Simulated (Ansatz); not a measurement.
## Ag on the 1x1 (110) surface of 3C silicon carbide (cut with top plane C + Si), one in a 2x2 cell, started at the site 'hollow Si'

Host crystal: 3C silicon carbide, with a band gap (PBE, scalar-relativistic without spin-orbit coupling).

The numbers are results of PBE (plane waves to 420 eV, PAW; Ansatz, an electronic-structure program), not measurements.

Set-up: 49 atoms, 7.7 Å thick at the start under the adsorbate (thin: gaps and levels are the slab's own); mesh 3x3x1; 0.01 eV smearing; dipole correction on; 24 atoms held, the rest relaxed; held to the start's symmetry, so lower structures may exist; spin-polarised, ending with about 0.1 μB a cell, a value that depends on the mesh; orders that need a larger cell were not tried, no spin-orbit, no U, no dispersion correction. The slab shows no gap over 0.04 eV on its mesh. At the end it is bonded to 2 C + 2 Si. In PBE it is, or lies within 0.03 eV of, the lowest of the starts that converged.

The adsorption energy against an atom of fcc Ag is 0.62 eV and the work function of the top face is 3.92 eV. The change of the step from the bottom to the top vacuum level, against the clean slab is -1.12 eV, the energy released by relaxation is 0.80 eV and the height of the binding atom over the mean of the host atoms within 0.3 Å of the top one is 1.486 Å. The nearest host atoms of the binding atom is C at 2.46 Å, C at 2.46 Å, Si at 2.57 Å and the largest move of a host atom is 0.16 Å. The note comes out as in the relaxation the adsorbate left its starting site by 1.4 Å and the cost is roughly 30 core-minutes.

A negative adsorption energy means that the adsorbate is more stable on the surface than in its reference.
